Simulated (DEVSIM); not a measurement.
Structure: Au/SiON/p-Ge capacitor, at 400 K.

```
layer (left to right)  material  thickness (nm)  Na (cm⁻³)
---------------------  --------  --------------  ---------
1                          SiON            15.0          -
2                            Ge            3500     2.9e16
```

Metal gate on the left, work function 5.1 eV. Fixed charge at the semiconductor interface 0 cm⁻² (in units of +e); interface traps 1.8e12 cm⁻² eV⁻¹, uniform in energy, neutral level at 0.5 of the gap above the valence band.

Constants are typed, rounded textbook-type inputs, not results; the design itself was drawn at random and stands for no fabricated device. Values at 300 K; Nc and Nv go as T^1.5, mobilities as T to minus their exponent, the gap by Varshni's rule with the affinity fixed.

| parameter | SiON | Ge |
|---|---|---|
| gap (eV) | 7 | 0.664 |
| affinity (eV) | 1.4 | 4 |
| permittivity | 5.5 | 16 |
| Nc (cm⁻³) | - | 1.04e19 |
| Nv (cm⁻³) | - | 6e18 |
| Varshni α (eV/K) | - | 0.000477 |
| Varshni β (K) | - | 235 |

DEVSIM, 1D Poisson equation in equilibrium, Boltzmann statistics, complete ionisation; no quantum confinement or tunnelling. Metal contacts follow the ideal Schottky-Mott rule: no Fermi-level pinning, no interface dipoles.

**Question.** Tabulate band edges, carrier densities and field at -0.8 V on the gate.

**Answer.** Energies count from the Fermi level of the right contact; mesh points crowd at the junctions.

```json
[
 {"x (μm)": "0.000", "Ec (eV)": "4.500", "Ev (eV)": "-2.500", "n (cm⁻³)": "< 1e2", "p (cm⁻³)": "< 1e2", "field (V/cm)": "-860000"},
 {"x (μm)": "0.001439", "Ec (eV)": "4.377", "Ev (eV)": "-2.623", "n (cm⁻³)": "< 1e2", "p (cm⁻³)": "< 1e2", "field (V/cm)": "-860000"},
 {"x (μm)": "0.004214", "Ec (eV)": "4.139", "Ev (eV)": "-2.861", "n (cm⁻³)": "< 1e2", "p (cm⁻³)": "< 1e2", "field (V/cm)": "-860000"},
 {"x (μm)": "0.009314", "Ec (eV)": "3.702", "Ev (eV)": "-3.298", "n (cm⁻³)": "< 1e2", "p (cm⁻³)": "< 1e2", "field (V/cm)": "-860000"},
 {"x (μm)": "0.01363", "Ec (eV)": "3.333", "Ev (eV)": "-3.667", "n (cm⁻³)": "< 1e2", "p (cm⁻³)": "< 1e2", "field (V/cm)": "-860000"},
 {"x (μm)": "0.01499", "Ec (eV)": "3.216", "Ev (eV)": "-3.784", "n (cm⁻³)": "< 1e2", "p (cm⁻³)": "< 1e2", "field (V/cm)": "-620000"},
 {"x (μm)": "0.01646", "Ec (eV)": "0.588", "Ev (eV)": "-0.036", "n (cm⁻³)": "6.3e11", "p (cm⁻³)": "3.2e18", "field (V/cm)": "-150000"},
 {"x (μm)": "0.02184", "Ec (eV)": "0.534", "Ev (eV)": "-0.090", "n (cm⁻³)": "3.0e12", "p (cm⁻³)": "6.8e17", "field (V/cm)": "-66000"},
 {"x (μm)": "0.03189", "Ec (eV)": "0.491", "Ev (eV)": "-0.133", "n (cm⁻³)": "1.1e13", "p (cm⁻³)": "1.9e17", "field (V/cm)": "-29000"},
 {"x (μm)": "0.05595", "Ec (eV)": "0.451", "Ev (eV)": "-0.173", "n (cm⁻³)": "3.3e13", "p (cm⁻³)": "6.1e16", "field (V/cm)": "-9100"},
 {"x (μm)": "0.1088", "Ec (eV)": "0.430", "Ev (eV)": "-0.194", "n (cm⁻³)": "6.1e13", "p (cm⁻³)": "3.3e16", "field (V/cm)": "-1400"},
 {"x (μm)": "0.3043", "Ec (eV)": "0.425", "Ev (eV)": "-0.199", "n (cm⁻³)": "7.0e13", "p (cm⁻³)": "2.9e16", "field (V/cm)": "≈ 0"},
 {"x (μm)": "0.6913", "Ec (eV)": "0.425", "Ev (eV)": "-0.199", "n (cm⁻³)": "7.0e13", "p (cm⁻³)": "2.9e16", "field (V/cm)": "≈ 0"},
 {"x (μm)": "1.594", "Ec (eV)": "0.425", "Ev (eV)": "-0.199", "n (cm⁻³)": "7.0e13", "p (cm⁻³)": "2.9e16", "field (V/cm)": "≈ 0"},
 {"x (μm)": "2.838", "Ec (eV)": "0.425", "Ev (eV)": "-0.199", "n (cm⁻³)": "7.0e13", "p (cm⁻³)": "2.9e16", "field (V/cm)": "≈ 0"},
 {"x (μm)": "3.225", "Ec (eV)": "0.425", "Ev (eV)": "-0.199", "n (cm⁻³)": "7.0e13", "p (cm⁻³)": "2.9e16", "field (V/cm)": "≈ 0"},
 {"x (μm)": "3.392", "Ec (eV)": "0.425", "Ev (eV)": "-0.199", "n (cm⁻³)": "7.0e13", "p (cm⁻³)": "2.9e16", "field (V/cm)": "≈ 0"},
 {"x (μm)": "3.461", "Ec (eV)": "0.425", "Ev (eV)": "-0.199", "n (cm⁻³)": "7.0e13", "p (cm⁻³)": "2.9e16", "field (V/cm)": "≈ 0"},
 {"x (μm)": "3.498", "Ec (eV)": "0.425", "Ev (eV)": "-0.199", "n (cm⁻³)": "7.0e13", "p (cm⁻³)": "2.9e16", "field (V/cm)": "≈ 0"},
 {"x (μm)": "3.508", "Ec (eV)": "0.425", "Ev (eV)": "-0.199", "n (cm⁻³)": "7.0e13", "p (cm⁻³)": "2.9e16", "field (V/cm)": "≈ 0"},
 {"x (μm)": "3.513", "Ec (eV)": "0.425", "Ev (eV)": "-0.199", "n (cm⁻³)": "7.0e13", "p (cm⁻³)": "2.9e16", "field (V/cm)": "≈ 0"},
 {"x (μm)": "3.515", "Ec (eV)": "0.425", "Ev (eV)": "-0.199", "n (cm⁻³)": "7.0e13", "p (cm⁻³)": "2.9e16", "field (V/cm)": "≈ 0"}
]
```
